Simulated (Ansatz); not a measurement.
Cell and atoms of amorphous Hf$_{10}$Si$_{10}$O$_{31}$N$_{6}$:

```xyz
57
Lattice="9.1055 -0.0466 0.4590 -0.0466 9.7233 0.1564 0.4590 0.1564 9.4615" Properties=species:S:1:pos:R:3 pbc="T T T"
Hf     8.4646     1.7302     5.5951
Hf     3.3073     2.3211     5.3278
Hf     3.7532     0.9918     1.9951
Hf     4.7062     6.6930     8.8726
Hf     6.2395     2.6085     3.0411
Hf     6.6415     8.8301     7.1339
Hf     0.4622     9.5011     8.3404
Hf     1.5336     4.7795     4.1590
Hf     0.6715     7.9384     5.0754
Hf     7.5133     5.3010     5.5451
Si     9.2025     0.7024     2.8001
Si     3.2146     8.9797     7.0747
Si     9.3663     3.5718     9.0601
Si     7.0614     0.9533     0.4488
Si     4.7924     5.4055     4.8425
Si     1.7087     3.0616     1.3906
Si     8.2439     4.7142     2.0803
Si     3.4112     7.2932     2.8170
Si     3.2598     3.6186     8.1951
Si     8.2501     6.3705     9.2360
O      7.7188     7.5502     5.9635
O      2.2178     7.9075     6.3276
O      3.5996     6.8548     1.2434
O      8.4555     2.1733     8.9301
O      3.5666     5.2048     8.3214
O      1.6494     3.3435     7.7692
O      3.3741     4.6189     5.0711
O      8.6198     4.9354     3.6688
O      8.1646     6.1965     1.3636
O      9.1554     7.5684     8.6164
O      4.1449     2.8697     7.0925
O      8.4576     0.2445     1.2519
O      3.5796     8.9067     2.8397
O      2.9515     2.8210     0.2650
O      6.6906     6.6999     8.8837
O      7.8541     3.4910     6.1943
O      0.3980     5.8932     5.4185
O      5.9684     4.3796     4.2758
O      3.3736     0.4598     5.8441
O      9.3117     0.0704     6.6846
O      7.3140     9.6321     8.9387
O      2.4008     9.5417     8.4316
O      1.9868     6.8456     3.5640
O      2.2390     4.1844     2.4204
O      0.2902     9.2110     3.5285
O      8.5714     4.9118     8.5380
O      6.8055     4.0336     1.7721
O      1.3583     2.7941     4.8901
O      4.5868     6.6025     3.7463
O      5.6082     5.8793     6.1772
O      6.7287     0.7481     6.0016
N      8.0604     1.7445     3.5692
N      1.6094     1.4510     1.9411
N      4.6894     8.3293     7.6318
N      5.7567     1.3772     1.3626
N      4.3006     2.0564     3.5753
N      0.2724     3.7616     0.7534
```

Computed with PBE, scalar-relativistic without spin-orbit coupling (plane waves to 420 eV, PAW; Ansatz, a first-principles code).

A CHGNet melt-quench gave the starting glass, which DFT then relaxed. O and N atoms were pushed apart under 1.9 Å during the dynamics, to hinder bonds among them. The hot cell started wider than the set density and was brought back towards it in steps. It is the lowest in DFT energy of 2 quenches. It is a model cell: composition and starting density were chosen by hand, and all elements were melted together. No dispersion term was used. Its density started from a set value of 5.52 and ended at 5.26 g/cm³. The simulated quench (nominally 600 K/ps over its main leg) is rapid and tends to freeze in more defects than a deposited or slowly cooled glass has. Values belong to this one cell and scatter from quench to quench. Volume and shape were free in the relaxation.

Neighbours within Hf-Hf 3.34 Å, Hf-Si 2.89 Å, Hf-O 2.48 Å, Hf-N 2.40 Å, Si-Si 2.60 Å, Si-O 1.96 Å, Si-N 1.98 Å, O-O 1.58 Å, O-N 1.64 Å, N-N 1.70 Å count as bonded. Two cations that share two anions don't count as bonded, nor two that share one unless they lie closer than Hf-Hf 3.25 Å, Hf-Si 2.81 Å, Si-Si 2.38 Å.

Q: Give the coordination numbers, mean bond lengths and angles.

A: 
| Quantity | Value |
|---|---|
| Mean coordination of Hf by anions | 5.00 (3 with 4, 4 with 5, 3 with 6) |
| Mean coordination of Si by anions | 4.00 (10 with 4) |
| Mean coordination of O | 2.32 (21 with 2, 10 with 3) |
| Mean coordination of N | 3.00 (6 with 3) |
| Mean Hf-O bond | 2.090 Å (spread 0.127 Å, 40 counted) |
| Mean Si-O bond | 1.655 Å (spread 0.039 Å, 32 counted) |
| Mean Hf-N bond | 2.084 Å (spread 0.056 Å, 10 counted) |
| Mean Si-N bond | 1.709 Å (spread 0.026 Å, 8 counted) |
| Bond angle at Hf | mean 105.8°, spread 26.3° |
| Bond angle at Si | mean 109.3°, spread 6.3° |
| Bond angle at O | mean 125.4°, spread 20.0° |
| Bond angle at N | mean 119.8°, spread 14.3° |

Q: List the pairs of like atoms that count as bonded by the rules above.

A: There are none by these rules.

Q: What Bader charges do the atoms carry, from a run on the zone centre alone?

A: Means (range): Hf +2.57 e (+2.44 to +2.66), Si +3.22 e (+3.15 to +3.27), O -1.48 e (-1.66 to -1.22), N -2.00 e (-2.35 to -1.62).
```json
[
 {"atom": "Hf1", "charge (e)": "+2.54"},
 {"atom": "Hf2", "charge (e)": "+2.56"},
 {"atom": "Hf3", "charge (e)": "+2.44"},
 {"atom": "Hf4", "charge (e)": "+2.58"},
 {"atom": "Hf5", "charge (e)": "+2.48"},
 {"atom": "Hf6", "charge (e)": "+2.53"},
 {"atom": "Hf7", "charge (e)": "+2.59"},
 {"atom": "Hf8", "charge (e)": "+2.65"},
 {"atom": "Hf9", "charge (e)": "+2.66"},
 {"atom": "Hf10", "charge (e)": "+2.62"},
 {"atom": "Si11", "charge (e)": "+3.15"},
 {"atom": "Si12", "charge (e)": "+3.21"},
 {"atom": "Si13", "charge (e)": "+3.23"},
 {"atom": "Si14", "charge (e)": "+3.15"},
 {"atom": "Si15", "charge (e)": "+3.25"},
 {"atom": "Si16", "charge (e)": "+3.17"},
 {"atom": "Si17", "charge (e)": "+3.22"},
 {"atom": "Si18", "charge (e)": "+3.26"},
 {"atom": "Si19", "charge (e)": "+3.25"},
 {"atom": "Si20", "charge (e)": "+3.27"},
 {"atom": "O21", "charge (e)": "-1.31"},
 {"atom": "O22", "charge (e)": "-1.46"},
 {"atom": "O23", "charge (e)": "-1.47"},
 {"atom": "O24", "charge (e)": "-1.64"},
 {"atom": "O25", "charge (e)": "-1.47"},
 {"atom": "O26", "charge (e)": "-1.66"},
 {"atom": "O27", "charge (e)": "-1.51"},
 {"atom": "O28", "charge (e)": "-1.52"},
 {"atom": "O29", "charge (e)": "-1.64"},
 {"atom": "O30", "charge (e)": "-1.44"},
 {"atom": "O31", "charge (e)": "-1.48"},
 {"atom": "O32", "charge (e)": "-1.60"},
 {"atom": "O33", "charge (e)": "-1.46"},
 {"atom": "O34", "charge (e)": "-1.65"},
 {"atom": "O35", "charge (e)": "-1.49"},
 {"atom": "O36", "charge (e)": "-1.22"},
 {"atom": "O37", "charge (e)": "-1.27"},
 {"atom": "O38", "charge (e)": "-1.50"},
 {"atom": "O39", "charge (e)": "-1.47"},
 {"atom": "O40", "charge (e)": "-1.33"},
 {"atom": "O41", "charge (e)": "-1.50"},
 {"atom": "O42", "charge (e)": "-1.45"},
 {"atom": "O43", "charge (e)": "-1.50"},
 {"atom": "O44", "charge (e)": "-1.48"},
 {"atom": "O45", "charge (e)": "-1.50"},
 {"atom": "O46", "charge (e)": "-1.64"},
 {"atom": "O47", "charge (e)": "-1.47"},
 {"atom": "O48", "charge (e)": "-1.32"},
 {"atom": "O49", "charge (e)": "-1.65"},
 {"atom": "O50", "charge (e)": "-1.49"},
 {"atom": "O51", "charge (e)": "-1.22"},
 {"atom": "N52", "charge (e)": "-1.92"},
 {"atom": "N53", "charge (e)": "-2.19"},
 {"atom": "N54", "charge (e)": "-1.92"},
 {"atom": "N55", "charge (e)": "-1.99"},
 {"atom": "N56", "charge (e)": "-1.62"},
 {"atom": "N57", "charge (e)": "-2.35"}
]
```
